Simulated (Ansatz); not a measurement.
The parent structure is GaP in the zinc blende structure (space group F-43m, No. 216; a = 5.391 Å).

Calculations: DFT with LDA, PAW potentials and a 420 eV plane-wave cutoff in Ansatz (a first-principles code), no spin-orbit coupling.

For the base:

The pressure comes out as -0.01 GPa.

The change: every lattice vector is stretched by 2.00 %, atoms relaxed at fixed cell.

**Question.** What happens to the energy relative to the base and pressure?

**Answer.** The energy increases by 19 meV/atom; the pressure shrinks by 4.68 GPa to -4.69 GPa.

The cells carry an imposed strain or load. Whether these cells are dynamically stable was not tested.
